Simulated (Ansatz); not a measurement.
End structure of a constructed model of the (111) surface of fcc Ir, a pseudomorphic layer of Ni in the other hollow (bottom of the slab: a bare face, its two planes held):

```
CELL_PARAMETERS angstrom
      2.73720     0.00000     0.00000
     -1.36860     2.37048     0.00000
      0.00000     0.00000    29.50000
ATOMIC_POSITIONS crystal
  Ir 0.33333 0.66667 0.27204
  Ir 0.66667 0.33333 0.34780
  Ir 0.00000 0.00000 0.42280
  Ir 0.33333 0.66667 0.49881
  Ir 0.66667 0.33333 0.57476
  Ir 0.00000 0.00000 0.64975
  Ni 0.66667 0.33333 0.71818
```

Set-up: 7 atoms, 13.4 Å thick at the start with caps and adatoms (thin: gaps and levels are the slab's own); mesh 16x16x1; 0.1 eV smearing; dipole correction on; 2 atoms held, the rest relaxed; start symmetry kept, larger cells not searched; spin-polarised, ending with about 0.6 μB a cell; orders that need a larger cell were not tried, no spin-orbit, no U. In PBE it lies 0.05 eV a 1x1 cell over the lowest computed structure of the same composition (a pseudomorphic layer of Ni in the host's stacking).

What is the computed work function of the top face (PBE in Ansatz, an electronic-structure program)?

4.88 eV
